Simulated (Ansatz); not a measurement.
The parent structure is Al$_{2}$Pt (space group Fm-3m, No. 225; a = 5.947 Å; relaxed with 0.1 eV smearing).

Computed with Ansatz (a first-principles code) PBE, spin-orbit coupling left out.

Base values:

The pressure is 0.0 GPa and the band gap comes out as zero.

One thing is altered: an isotropic linear strain of −1.50 %, atoms relaxed at fixed cell.

### Question
What happens to the energy relative to the base?

### Answer
The energy rises by 15 meV/atom.

### Question
How does this affect the pressure?

### Answer
The pressure goes from zero to 6.5 GPa.

### Question
Predict the new band gap.

### Answer
The band gap stays zero.

Whether these cells are dynamically stable was not tested. The final runs are not spin-polarised.
